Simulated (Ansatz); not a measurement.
Reference: AlP (F-43m), HSE06, rigid bands (plane waves, PAW, scalar-relativistic; Ansatz, an electronic-structure program); geometry: cell and atoms relaxed with PBEsol.

```
CELL_PARAMETERS angstrom
      0.00000     2.73533     2.73533
      2.73533     0.00000     2.73533
      2.73533     2.73533     0.00000
ATOMIC_POSITIONS crystal
  Al 0.00000 0.00000 0.00000
  P  0.75000 0.75000 0.75000
```

| Quantity | Value |
|---|---|
| band gap | 2.28 eV |
| electron conductivity mass | 0.33 mₑ |
| Seebeck coefficient, n-type 1e19 cm⁻³ | -260 μV/K |

Task: Swap Al for In, keeping the structure type. How do these values move?

Result: InP (F-43m): volume per atom 20.5 to 25.4 Å³; band gap falls (2.28 eV to 1.45 eV); electron conductivity mass falls (0.33 mₑ to 0.095 mₑ); Seebeck coefficient, n-type 1e19 cm⁻³ falls in size (-260 μV/K to -61 μV/K).

Task: Replace P by As on the same sites and relax. What happens?

Result: AlAs (F-43m): volume per atom 20.5 to 22.8 Å³; band gap falls (2.28 eV to 2.09 eV); electron conductivity mass stays about the same (0.33 mₑ to 0.32 mₑ); Seebeck coefficient, n-type 1e19 cm⁻³ stays about the same (-260 μV/K to -260 μV/K).

Task: Replace Al by B on the same sites and relax. What happens?

Result: BP (F-43m): volume per atom 20.5 to 11.5 Å³; band gap falls (2.28 eV to 1.95 eV); electron conductivity mass stays about the same (0.33 mₑ to 0.32 mₑ); Seebeck coefficient, n-type 1e19 cm⁻³ rises in size (-260 μV/K to -331 μV/K).

Moves up to 5 % count as about the same. Masses are for dilute carriers at 300 K, harmonic means over directions unless an axis is named. Seebeck coefficients are for the stated density at 300 K, with one relaxation time for all states and whether or not that doping can be reached. Spin-orbit coupling is left out.
